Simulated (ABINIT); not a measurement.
A self-consistent single point of MgSiH₂O₄ (Pm, 8 atoms in the cell) with ABINIT.

Method: LDA (PW92), norm-conserving pseudopotentials (PseudoDojo nc-sr-04 LDA standard) (plane waves; ABINIT).

The change in words: lattice scaled by 0.98. Reference geometry:
```xyz
8
Lattice="4.3350 0.0000 0.0000 0.0000 2.8596 0.0000 -0.2799 0.0000 4.7930" Properties=species:S:1:pos:R:3 pbc="T T T"
Mg     2.0360     1.4298     2.2785
Si     0.0036     0.0000     0.0118
H      4.0973     0.0000     2.4775
H      1.7454     1.4298     4.6562
O      0.8833     0.0000     1.4815
O      0.8349     1.4298     4.1192
O      3.2949     0.0000     3.1569
O      3.3164     1.4298     0.5101
```

Reference input (self-consistent single point, DFT, LDA (PW92), plane waves, norm-conserving pseudopotentials (PseudoDojo nc-sr-04 LDA standard)): pseudos = [Mg.upf, Si.upf, H.upf, O.upf]; ecut = 84 Ry; ixc = 7; occopt = 1; ngkpt = 4 6 4; nshiftk = 1; shiftk = 0 0 0; potentials = PseudoDojo nc-sr-04 LDA standard; nband = 22; kptopt = 1; nstep = 60; tolvrs = 1e-12. This run's input differs from it in these lines:

```diff
@@ -3,7 +3,7 @@
 pseudos "Mg.upf, Si.upf, H.upf, O.upf"
-acell 8.1920572366 5.4038797232 9.0728397301
+acell 8.0282160918 5.2958025067 8.8913838479
 rprim
-         1.0000000000   -0.0000000000    0.0000000000
-        -0.0000000000    1.0000000000   -0.0000000000
-        -0.0582957378   -0.0000000000    0.9982993574
+         1.0000000000    0.0000000000    0.0000000000
+         0.0000000000    1.0000000000    0.0000000000
+        -0.0582956723    0.0000000000    0.9982993612
 natom 8
```

Output (repeated stretches shortened):

```
--- !BeginCycle
solver: {iscf: 7, nstep: 60, nline: 4, wfoptalg: 0, }
tolerances: {tolvrs: 1.00E-12, }
...

     iter   Etot(hartree)      deltaE(h)  residm     vres2
 ETOT  1  -130.68568774266    -1.307E+02 3.265E-01 7.281E+02
 ETOT  2  -130.82260887383    -1.369E-01 7.406E-02 5.798E+02
 ETOT  3  -131.04564792016    -2.230E-01 1.375E-02 1.178E+01
 ETOT  4  -131.04863329709    -2.985E-03 4.876E-03 1.170E+00
 ETOT  5  -131.04892995603    -2.967E-04 1.351E-03 8.140E-02
   [... 5 lines left out ...]
 ETOT 11  -131.04894977832    -3.280E-11 2.615E-04 6.314E-09
 ETOT 12  -131.04894977832     4.263E-12 1.266E-04 7.881E-11
 ETOT 13  -131.04894977832    -3.979E-12 7.359E-05 1.947E-11
 ETOT 14  -131.04894977832     9.663E-13 4.258E-05 2.669E-13
 At SCF step   14       vres2   =  2.67E-13 < tolvrs=  1.00E-12 =>converged.

 Cartesian components of stress tensor (hartree/bohr^3)
  sigma(1 1)= -9.60457696E-05  sigma(3 2)=  0.00000000E+00
  sigma(2 2)=  3.64971996E-05  sigma(3 1)= -3.08745623E-05
  sigma(3 3)= -4.64104628E-05  sigma(2 1)=  0.00000000E+00

 ----iterations are completed or convergence reached----

 reduced coordinates (array xred) for    8 atoms
       0.500360000000      0.500000000000      0.475390000000
       0.000980000000      0.000000000000      0.002470000000
       0.978520000000      0.000000000000      0.516910000000
       0.465350000000      0.500000000000      0.971460000000
       0.223710000000      0.000000000000      0.309090000000
       0.248090000000      0.500000000000      0.859420000000
   [... lines left out ...]
 Fermi (or HOMO) energy (hartree) =   0.15819   Average Vxc (hartree)=  -0.44258
 Fermi (or HOMO) energy (eV) =   4.30449   Average Vxc (eV)= -12.04314
   [... lines left out ...]
total_energy        : -1.31048949778322E+02
total_energy_eV     : -3.56602327686778E+03
band_energy         : -1.59334981935586E+01
...

-Cartesian components of stress tensor (GPa)         [Pressure=  1.0391E+00 GPa]
- sigma(1 1)= -2.82576363E+00  sigma(3 2)=  0.00000000E+00
- sigma(2 2)=  1.07378450E+00  sigma(3 1)= -9.08360831E-01
- sigma(3 3)= -1.36544273E+00  sigma(2 1)=  0.00000000E+00

 Calculation completed.
```

The run converged in 14 iterations. Against the reference run the free energy goes down by 14.8 meV/atom, the pressure goes from -11.40 to 1.04 GPa, the largest force goes from 0.349 to 0.798 eV/Å and the gap on the mesh goes from 4.731 to 5.423 eV.

The starting cell comes from a database of computed structures (which also holds hypothetical and non-ambient phases and stackings), without a prior relaxation at this level. For this run, on top of that: lattice scaled by 0.98.

Cost on one core of a shared machine: roughly 2 min.
